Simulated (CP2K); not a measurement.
Band structure of NaLiZnS2 (P3m1, 5 atoms in the cell).

```
NaLiZnS2
1.0
    3.98206     0.00000     0.00000
   -1.99103     3.44856     0.00000
    0.00000     0.00000     6.82385
Na Li Zn S
1 1 1 2
Cartesian
  0.00000   0.00000   0.17851
  0.00000   2.29904   2.43373
  1.99103   1.14952   4.17367
  0.00000   2.29904   5.00741
  1.99103   1.14952   1.85431
```

Computed with PBEsol, GPW, DZVP-MOLOPT-PBE-GTH basis, GTH-PBE potentials (POTENTIAL_UZH) (CP2K).

Settings: CUTOFF = 1000 Ry; REL_CUTOFF = 60 Ry; KPOINTS/SCHEME = MACDONALD 10 10 5 0.05 0.05 0; XC_FUNCTIONAL = PBE:PBESOL; Na/BASIS_SET = DZVP-MOLOPT-PBE-GTH-q9; Na/POTENTIAL = GTH-PBE-q9; Li/BASIS_SET = DZVP-MOLOPT-PBE-GTH-q3; Li/POTENTIAL = GTH-PBE-q3; Zn/BASIS_SET = DZVP-MOLOPT-PBE-GTH-q12; Zn/POTENTIAL = GTH-PBE-q12; S/BASIS_SET = DZVP-MOLOPT-PBE-GTH-q6; S/POTENTIAL = GTH-PBE-q6; METHOD = GPW; EPS_DEFAULT = 1e-10.

The starting cell comes from a database of computed structures (which also holds hypothetical and non-ambient phases and stackings), without a prior relaxation at this level. Values carry the incompleteness of an atom-centred basis. The potentials were made for another functional than the one used.

Q: Predict the gap along the standard path and the places of the band edges.

A: The gap along the path is 1.64 eV, direct at Γ to within 0.01 eV.

Levels in eV from the top of the valence band on the SCF mesh, bands 15 to 19:
```json
[
 {"point": "Γ", "15": "-0.86", "16": "-0.27", "17": "0.00", "18": "0.00", "19": "1.64"},
 {"point": "M", "15": "-2.16", "16": "-1.93", "17": "-1.31", "18": "-0.55", "19": "3.33"},
 {"point": "K", "15": "-1.82", "16": "-1.77", "17": "-1.60", "18": "-1.49", "19": "4.79"},
 {"point": "A", "15": "-0.80", "16": "-0.80", "17": "-0.08", "18": "-0.08", "19": "2.44"},
 {"point": "L", "15": "-1.87", "16": "-1.69", "17": "-1.02", "18": "-0.66", "19": "3.25"},
 {"point": "H", "15": "-2.21", "16": "-1.85", "17": "-1.22", "18": "-0.90", "19": "4.43"}
]
```

Higher empty bands are left out: an atom-centred basis made for the valence describes them poorly.
